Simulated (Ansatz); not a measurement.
## What tensor shear ε_xy = +1.67 % does to CsSnI3

The parent structure is CsSnI₃ in the cubic perovskite structure (space group Pm-3m, No. 221; a = 6.031 Å). Axes: x, y, z lie along the cube axes.

One thing is altered: tensor shear ε_xy = +1.67 % (engineering shear γ = 0.0334), atoms relaxed at fixed cell.

All numbers come from Kohn–Sham DFT with the LDA functional, run in Ansatz (a program for electronic structure) with PAW and 420 eV plane waves, spin-orbit coupling left out. k-mesh 8×8×8 (Γ-centred); smearing 0.05 eV (Fermi–Dirac).

The volume per atom stays essentially unchanged (43.86 Å³ against 43.85 Å³) and the space group changes from Pm-3m (No. 221) to Cmmm (No. 65). The shortest interatomic distance is still 3.015 Å and the energy rises by 0.7 meV/atom. The pressure (mean of the normal stresses, compression positive) is still 0.0 GPa and the band gap is still zero. The stress (xx, yy, zz, yz, xz, xy; compression positive) is (0.0, 0.0, 0.0, 0.0, 0.0, -0.2) GPa (rough).

Without a gap, meshes like the base's 8×8×8 leave anisotropic stresses uncertain by several tenths of a GPa, and small strain energies with them. Spin-orbit coupling, missing from the scalar runs, can matter with I. The cells carry an imposed strain or load. Whether these cells are dynamically stable was not tested. All final runs are without spin polarisation. Many cubic perovskites are stable only at high temperature; tilts and polar distortions were not tested. Gaps under 0.05 eV, about the width of the smearing, are given as zero. A zero or small gap of CsSnI3 can be the functional's error rather than a property of the material.
